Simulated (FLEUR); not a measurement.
Equation of state of fcc Ir (space group 225): energy against volume (FLEUR, PBE)

```yaml
crystal:
  lattice:
    - [0.00000, 1.88586, 1.88586]
    - [1.88586, 0.00000, 1.88586]
    - [1.88586, 1.88586, 0.00000]
  atoms:
    - { symbol: Ir, position: [0.00000, 0.00000, 0.00000] }
```

Level of theory: FLEUR with PBE, all-electron FLAPW (FLEUR), scalar-relativistic valence. Settings: Kmax = 5.02 1/bohr; GmaxXC = 17.6 1/bohr; xcFunctional = pbe; jspins = 1; l_soc = F; mode = hist; fermiSmearingEnergy = 0.00183747 Htr; mesh (inpgen div1-3) = 26 26 26; inpgen gamma flag = true; Gmax = 17.6 1/bohr; numbands = 0; maxIterBroyd = 15; imix = Anderson; alpha = 0.05; precondParam = 0; minDistance = 1e-05 me/bohr^3. The cell above is the first row's. The rows scale it uniformly. In all rows the k mesh is held. E is the free energy at the stated smearing, counted from the lowest row.

```csv
V (Å^3/atom),E (meV/atom)
13.414,106.80
13.706,55.19
13.997,21.53
14.289,3.74
14.580,0.00
14.872,8.68
15.164,28.34
15.455,57.69
15.747,?
```

Problem. Using the third-order Birch-Murnaghan form, a cubic in V^(-2/3), estimate the missing E at V = 15.747 from the other rows, showing the fit.

Solution. With u = V^(-2/3) - 0.169, the rows have u = 0.008131, 0.005606, 0.003178, 0.000824, -0.001443, -0.003644, -0.005773, -0.007829. Least squares gives E = 0.873 + 2434.97·u + 1269823·u² + 4071459·u³. Residuals (row less fit): -0.012, 0.042, -0.037, -0.004, 0.009, 0.015, -0.013, 0.003; standard error 0.031 (degrees of freedom: 4). Its minimum lies at u = -0.000963, so V0 = (0.168037)^(-3/2) = 14.52. There d²E/du² = 2516000 and d³E/du³ = 2.443e7, so B0 = (4/9) × 14.52^(-7/3) × 2516000 × 0.160218 = 348 GPa (the last factor turns the table's units into GPa), and B0' = 4 + (2/3) × 0.168037 × (2.443e7)/2516000 = 5.1. At the withheld row, u = -0.009827, so E = 0.873 + 2434.97 × (-0.009827) + 1269823 × (-0.009827)² + 4071459 × (-0.009827)³ = 95.707 meV/atom. The calculation gives 95.58 meV/atom, 0.127 meV/atom below the prediction (0.1 % of the range of E in the table). The row lies outside the fitted rows, so this is an extrapolation. From the scatter of the fitted rows alone, a prediction at this place has a standard error of 0.075 meV/atom, so the miss is 1.7 times that.

Carrying the step between the two nearest rows on in a straight line would have given 87.14, off by 8.44; series whose last step already gives the withheld value aren't shown. The scan was laid around a cell of about the measured size, scaled by a guess for this functional. Spin polarisation is off. Values depend on the basis (sphere radii, cutoffs, local orbitals), which need not be converged. Spin-orbit coupling is off. Cutoffs and mesh are single choices, not tested for convergence of this quantity. Series with a scatter that would blur these digits, or in which a gap closes, are not shown. Nor are scans whose minimum lies at an end fitted in this form.
